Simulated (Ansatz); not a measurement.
Results of PBE0 (Ansatz, an electronic-structure program, plane waves, PAW) for cubic perovskite BaHfO₃.

Run with plane-wave cutoff 520 eV, 6×6×6 k mesh, scalar-relativistic PAW data made under PBE.

Computed at the level's own relaxed cell.

Elastic tensor (GPa, Voigt notation, ions relaxed):

```
  339.6    86.4    86.4     0.0     0.0     0.0
   86.4   339.6    86.4     0.0     0.0     0.0
   86.4    86.4   339.6     0.0     0.0     0.0
    0.0     0.0     0.0    98.9     0.0     0.0
    0.0     0.0     0.0     0.0    98.9     0.0
    0.0     0.0     0.0     0.0     0.0    98.9
```

Worked from these constants: the tetragonal shear constant is C′ = (C11 − C12)/2 = 126.6 GPa against C44 = 98.9 GPa, so the C44 shear is the softer. The Zener ratio C44/C′ is 0.78 (1 for an isotropic solid), and the Cauchy pressure C12 − C44 is -12.5 GPa. With C11 + 2C12 = 512.4 GPa all three Born conditions hold; they don't test modes at the zone boundary.

Spin–orbit coupling is not included.
